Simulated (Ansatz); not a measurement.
fcc Rh (0 0 1) on zinc-blende ZnS (0 0 1) (film strained to the substrate, started from cuts of the bulks and a machine-learned relaxation; slabs S5Zn6 and Rh12, which can lie off the formulas)

A periodic stack without vacuum, fcc Rh (0 0 1) on zinc-blende ZnS (0 0 1) (film strained to the substrate, started from cuts of the bulks and a machine-learned relaxation; slabs S5Zn6 and Rh12, which can lie off the formulas): substrate slab S5Zn6, film Rh12, surface cells [[1, 0], [1, 1]] and [[0, -1], [2, 1]], film strained by +0.5 and +0.5 %, outermost planes Zn/Zn and Rh/Rh as cut, which need not be the usual terminations and can put a slab off its formula.

The start was prepared with a machine-learned potential, and the result is one local minimum, with the in-plane cell held and forces under 0.04 eV/Å; the film can end far from its bulk form.

All values below come from PBE (plane waves to 420 eV, PAW; Ansatz, a first-principles code). Spin–orbit coupling is left out; the runs are not spin-polarised; PBE gaps are too small against experiment. Its k-point mesh 8×8×1, Fermi–Dirac width 0.05 eV.

```
Property                                                                                    Value
--------------------------------------------------------------------------------  ---------------
interface area                                                                            14.8 Å²
period                                                                                    26.91 Å
heights between the nearest atoms of the two slabs at the two interfaces          1.87 and 1.87 Å
Rh–Zn contacts across the interfaces within 1.22 times the sum of covalent radii   8, mean 2.69 Å
hole barrier (PBE)                                                                        0.95 eV
electron barrier (PBE)                                                                    1.07 eV
```

```yaml
crystal:
  lattice:
    - [3.84937, 0.00013, -0.10891]
    - [-0.00032, 3.84896, -0.08818]
    - [-1.16140, 0.61249, 26.94741]
  atoms:
    - { symbol: S, position: [0.85771, 0.40587, 0.08334] }
    - { symbol: S, position: [0.95978, 0.40675, 0.28558] }
    - { symbol: S, position: [0.40912, 0.90657, 0.18445] }
    - { symbol: S, position: [0.06051, 0.40533, 0.48782] }
    - { symbol: S, position: [0.51035, 0.90660, 0.38671] }
    - { symbol: Zn, position: [0.88389, 0.90611, 0.13391] }
    - { symbol: Zn, position: [0.33085, 0.40405, 0.03045] }
    - { symbol: Zn, position: [0.98521, 0.90687, 0.33614] }
    - { symbol: Zn, position: [0.43447, 0.40676, 0.23504] }
    - { symbol: Zn, position: [0.08580, 0.90465, 0.54071] }
    - { symbol: Zn, position: [0.53545, 0.40666, 0.43726] }
    - { symbol: Rh, position: [0.15448, 0.90363, 0.67897] }
    - { symbol: Rh, position: [0.65448, 0.40351, 0.67873] }
    - { symbol: Rh, position: [0.62062, 0.90361, 0.61099] }
    - { symbol: Rh, position: [0.12035, 0.40363, 0.61030] }
    - { symbol: Rh, position: [0.22566, 0.90369, 0.82127] }
    - { symbol: Rh, position: [0.72563, 0.40364, 0.82126] }
    - { symbol: Rh, position: [0.69010, 0.90354, 0.74994] }
    - { symbol: Rh, position: [0.18998, 0.40367, 0.74999] }
    - { symbol: Rh, position: [0.29513, 0.90386, 0.96028] }
    - { symbol: Rh, position: [0.79546, 0.40380, 0.96091] }
    - { symbol: Rh, position: [0.76127, 0.90390, 0.89263] }
    - { symbol: Rh, position: [0.26112, 0.40368, 0.89213] }
```
